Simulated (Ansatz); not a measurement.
ScOF (P2₁/c, No. 14, 12 atoms in the cell; start mp-4661) was calculated with PBEsol in Ansatz (PAW).

Settings: plane-wave cutoff 520 eV, 8×8×8 k mesh, Fermi–Dirac smearing 0.01 eV, scalar-relativistic PAW data made under PBE.

Cell (relaxed at this level):

ScFO has the monoclinic space group P2₁/c (No. 14), Pearson symbol mP12. Conventional cell: a = 5.154 Å, b = 5.124 Å, c = 5.213 Å, α = γ = 90.00°, β = 99.98°. Sc on 4e has 4 O at 2.061–2.123 Å and 3 F at 2.122–2.258 Å. O on 4e is surrounded by 4 Sc at 2.061–2.123 Å. F on 4e is surrounded by 3 Sc at 2.122–2.258 Å. (Neighbours: up to the widest gap in distance over summed covalent radii, below 1.35, at either atom; cation-cation and far metal-metal contacts left out.)

### Question
Give the computed band gap and direct gap at Γ.

### Answer

* **band gap**: 4.56 eV (on the SCF k mesh)
* **direct gap at Γ**: 4.80 eV

Note: the relaxation could not lower the start's symmetry, so the cell can be a saddle point above a distorted one.

The computed numbers hold no vibrational or temperature effects.

Computing time: about 11 core-minutes (a rough figure).

A start named mp-… is a Materials Project structure, which need not be a measured phase.

Ansatz is a first-principles code.
